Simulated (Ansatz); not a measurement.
**What uniaxial strain ε_zz = +4.02 % does to hypothetical CsCl type GaN**

Base system: GaN in the CsCl type structure (space group Pm-3m, No. 221; a = 2.743 Å; a hypothetical phase, not in the database extracts checked; relaxed with 0.1 eV smearing). Axes: x, y, z lie along the cube axes.

The change: uniaxial strain ε_zz = +4.02 %, all other strain components held at zero; the atoms relax in the strained cell.

Method: PBE, PAW, 420 eV (Ansatz, a quantum-chemistry and plane-wave program; no spin-orbit coupling). Γ-centred 21×21×21 mesh, Fermi–Dirac width 0.1 eV.

| quantity | base | changed | shift |
|---|---|---|---|
| volume per atom | 10.32 Å³ | 10.73 Å³ | +0.41 Å³ |
| space group | Pm-3m (No. 221) | P4/mmm (No. 123) | – |
| shortest interatomic distance | 2.375 Å | 2.408 Å | +0.0323 Å |
| energy relative to the base (free energy F) | 0 meV/atom | +13 meV/atom | +13 meV/atom |
| pressure (mean of the normal stresses, compression positive) | 0.0 GPa | -5.1 GPa | -5.1 GPa |
| band gap | zero | zero | – |
| stress (xx, yy, zz, yz, xz, xy; compression positive) | – | (-2.5, -2.5, -10.1, 0.0, 0.0, 0.0) GPa | – |

Final structure:

```yaml
crystal:
  lattice:
    - [2.74274, 0.00000, 0.00000]
    - [0.00000, 2.74274, 0.00000]
    - [0.00000, 0.00000, 2.85300]
  atoms:
    - { symbol: Ga, position: [0.00000, 0.00000, 0.00000] }
    - { symbol: N, position: [0.50000, 0.50000, 0.50000] }
```

Whether these cells are dynamically stable was not tested. All final runs are without spin polarisation.
